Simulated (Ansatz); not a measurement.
The starting structures come from a database of crystals and need not be the phases stable at ambient conditions.

 Where the default PAW files enter, the runs use the earlier of Ansatz's two default sets.

Here is the system:

```
CELL_PARAMETERS angstrom
      5.99477     0.00000     0.00000
      0.00000     5.99477     0.00000
      2.99738    -2.99738     4.23894
ATOMIC_POSITIONS crystal
  Ge 0.37500 0.87500 0.25000
  Ge 0.87500 0.37500 0.75000
  Ge 0.37500 0.37500 0.25000
  Ge 0.37500 0.37500 0.75000
  Ge 0.00000 0.00000 0.00000
  Ge 0.75000 0.75000 0.50000
  N  0.61684 0.61684 0.23368
  N  0.13316 0.60052 0.73368
  N  0.14948 0.61684 0.23368
  N  0.13316 0.13316 0.73368
  N  0.61684 0.61684 0.76632
  N  0.60052 0.13316 0.26632
  N  0.61684 0.14948 0.76632
  N  0.13316 0.13316 0.26632
```

Space group of this cell: Fd-3m. The cell is strained (all lengths scaled by 1.02); by PBEsol its mean pressure is -17.0 GPa.

Transport runs along the normal of the first two printed cell vectors, the (001) plane of the conventional cell.

The gap is the functional's own. No spin-orbit coupling. Mid-gap values are interpolated on the energy grid.

Question: Give the band gap and the smallest decay constant κ at mid-gap that PBEsol in Ansatz (a program for electronic structure) yields.

Answer: Gap 1.16 eV on a 8×8×8 mesh; κ = 0.113 1/Å, at the zone centre.
